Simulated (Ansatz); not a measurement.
## Effect of pressure 2.1 GPa on Al2O3

The reference is Al₂O₃ in the corundum structure (space group R-3c, No. 167; a = 4.7732 Å, c = 13.0134 Å (hexagonal axes)).

Perturbation: cell and atoms relaxed at a pressure of 2.1 GPa.

The values are results of PBEsol (Ansatz, a first-principles code; PAW; 420 eV plane waves; scalar-relativistic without spin-orbit coupling), earlier PAW set, not measurements. k-mesh 8×8×8 (Γ-centred); smearing 0.05 eV (Fermi–Dirac).

The volume per atom drops by 0.07 Å³ to 8.49 Å³ and the density goes up by 0.03 g/cm³ (3.96 g/cm³ → 3.99 g/cm³). The lattice parameter a drops by 0.013 Å (4.773 Å → 4.760 Å) and the c/a ratio stays essentially unchanged (2.726 against 2.725). The shortest interatomic distance falls by 0.005 Å to 1.856 Å and the enthalpy H = E + PV relative to the base's energy comes out as +0.11 eV/atom. The band gap goes up by 0.10 eV, from 6.04 eV to 6.14 eV and the gap character remains direct at Γ. The width of the top valence band is nearly the same (0.63 eV against 0.64 eV) and the electron mass goes from 0.40 mₑ along c, 0.37 mₑ across (at Γ) to 0.41 mₑ along c, 0.37 mₑ across (at Γ). The valence-band top at Γ (three highest levels, from the VBM) is still 0.00, -0.04, -0.04 eV.

Load acts through the strain it causes; cell and atoms are relaxed under it. Masses are band curvatures over ±0.01 Å⁻¹ around the edge. No phonon test of stability was made.
